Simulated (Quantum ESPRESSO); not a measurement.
**Habitual settings against a tight run: NiSi₂ (Fm-3m, 3 atoms in the cell)**

Self-consistent single point.

```
NiSi2
1.0
    0.00000     2.65279     2.65279
    2.65279     0.00000     2.65279
    2.65279     2.65279     0.00000
Si Ni
2 1
Direct
  0.25000   0.25000   0.25000
  0.75000   0.75000   0.75000
  0.00000   0.00000   0.00000
```

Method of the run: PBEsol, PseudoDojo standard norm-conserving (PBESOL) pseudopotentials (plane waves; Quantum ESPRESSO).

Base settings: ecutwfc = 100 Ry; occupations = smearing; smearing = cold; degauss = 0.019992 Ry; potentials = {Si: Si.upf, Ni: Ni.upf}; K_POINTS = automatic 9 9 9 0 0 0; conv_thr = 1e-10 Ry; mixing_beta = 0.7.

Tight run (finer mesh or higher cutoff; not a proven limit): ecutwfc: 100 Ry → 140 Ry; conv_thr: 1e-10 Ry → 7.3e-11 Ry; K_POINTS: automatic 9 9 9 0 0 0 → automatic 13 13 13 0 0 0. It gave Fermi level (on the code's own zero) 14.39 eV; pressure 8.24 GPa.

Quick runs, as changes from the base:
- A: the base itself
- B: ecutwfc: 100 Ry → 80 Ry; smearing: cold → mp; degauss: 0.019992 Ry → 0.0147 Ry; K_POINTS: automatic 9 9 9 0 0 0 → automatic 6 6 6 1 1 1
- C: ecutwfc: 100 Ry → 50 Ry; conv_thr: 1e-10 Ry → 7.3e-06 Ry; K_POINTS: automatic 9 9 9 0 0 0 → automatic 4 4 4 0 0 0; potentials: PseudoDojo standard norm-conserving (LDA) [LDA (PW92)]
- D: smearing: cold → mp; degauss: 0.019992 Ry → 0.036749 Ry; conv_thr: 1e-10 Ry → 7.3e-06 Ry; K_POINTS: automatic 9 9 9 0 0 0 → automatic 4 4 4 1 1 1
- E: ecutwfc: 100 Ry → 80 Ry; smearing: cold → fd; degauss: 0.019992 Ry → 0.0099958 Ry; K_POINTS: automatic 9 9 9 0 0 0 → automatic 2 2 2 1 1 1
- F: ecutwfc: 100 Ry → 60 Ry; K_POINTS: automatic 9 9 9 0 0 0 → automatic 6 6 6 1 1 1

Energies are extrapolated to zero smearing width, which holds to low order in the width alone (under cold and Methfessel-Paxton smearing the free energy itself is taken).

Dashes: energy of C, another energy zero; pressure of C, D, not trusted under this conv_thr with d or f elements; time of C, D, E, F, under 30 s.

† marks runs with another functional, U, potentials or spin treatment: their distance from the tight run is not a convergence error alone.

The count of work is k-points × plane waves × bands × iterations; it is no time. Core times come from one kind of shared machine and are given to one figure; runs under 30 s give none.

The starting cell has typed, rounded lattice constants, without a prior relaxation at this level. Its lattice was rescaled by a random factor within 2.5 % of one. Spin polarisation is off. In the base run, with a pressure of about 9 GPa the cell is away from its equilibrium volume at this level.

```csv
run,energy less tight (meV/atom),pressure less tight (GPa),count of work / tight,core time / tight (rough)
A,1.0,0.33,0.27,0.4
B,28.1,-5.93,0.13,0.2
C†,–,–,0.013,–
D,5.1,–,0.046,–
E,111.0,-7.08,0.011,–
F,1662.8,-137.05,0.085,–
```

Among the runs at the tight run's level, the energy misses run from 1.0 to 1662.8 meV/atom.
